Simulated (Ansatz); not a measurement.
MoSi2 (P6₂22, No. 180, 9 atoms in the cell; start mp-8938; a measured phase of this formula has another space group) was calculated with r²SCAN+rVV10 in Ansatz (plane waves, PAW).

Settings: plane-wave cutoff 500 eV, 12×12×6 k mesh (along the axes of the cell as run), Fermi–Dirac smearing 0.05 eV, no spin polarisation, scalar-relativistic PAW data made under PBE.

Cell (relaxed at this level):

```
MoSi2
1.0
    4.57672     0.00000     0.00000
   -2.28836     3.96356     0.00000
    0.00000     0.00000     6.56881
Si Mo
6 3
Direct
  0.16389   0.83611   0.83333
  0.32778   0.16389   0.16667
  0.16389   0.32778   0.50000
  0.83611   0.16389   0.83333
  0.67222   0.83611   0.16667
  0.83611   0.67222   0.50000
  0.50000   0.00000   0.50000
  0.50000   0.50000   0.83333
  0.00000   0.50000   0.16667
```

Q: Predict the band gap.

A: 
band gap: 0.15 eV (on the SCF k mesh)

Note: the relaxation could not lower the start's symmetry, so the cell can be a saddle point above a distorted one.

Spin–orbit coupling is not included.

Computed values are for the static lattice.

Computing time: around 7 core-minutes (rough).

A start named mp-… is a Materials Project structure, which need not be a measured phase.

Ansatz is a quantum-chemistry and plane-wave program.
